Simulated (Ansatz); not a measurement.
The parent structure is Fe in the bcc (W type) structure (space group Im-3m, No. 229; ferromagnetic).

```
CELL_PARAMETERS angstrom
     -1.43248     1.43248     1.43248
      1.43248    -1.43248     1.43248
      1.43248     1.43248    -1.43248
ATOMIC_POSITIONS crystal
  Fe 0.00000 0.00000 0.00000
```

Cartesian axes are those of the cell as printed.

Computed with r2SCAN/PAW in Ansatz (a quantum-chemistry and plane-wave program), spin-orbit coupling left out, earlier PAW set.

Before the change:

The largest site moment is 2.79 μB. The magnetic state comes out as ferromagnetic and the band gap comes out as zero.

Modification: a free-standing slab of 1 layer (1 atom, 1 a layer) is cut normal to [110], with 15 Å of vacuum and the in-plane cell held at bulk; forces were under the threshold from the start, so the atoms kept their bulk positions.

Question: Predict the new largest site moment, magnetic state and band gap.

Answer: The largest site moment rises by 0.304 μB to 3.10 μB; the magnetic state remains ferromagnetic; the band gap stays zero.

The magnetic state is the one reached from the starting moments; the real material's order can differ, and small cells can't hold many antiferromagnetic ones. Whether these cells are dynamically stable was not tested.
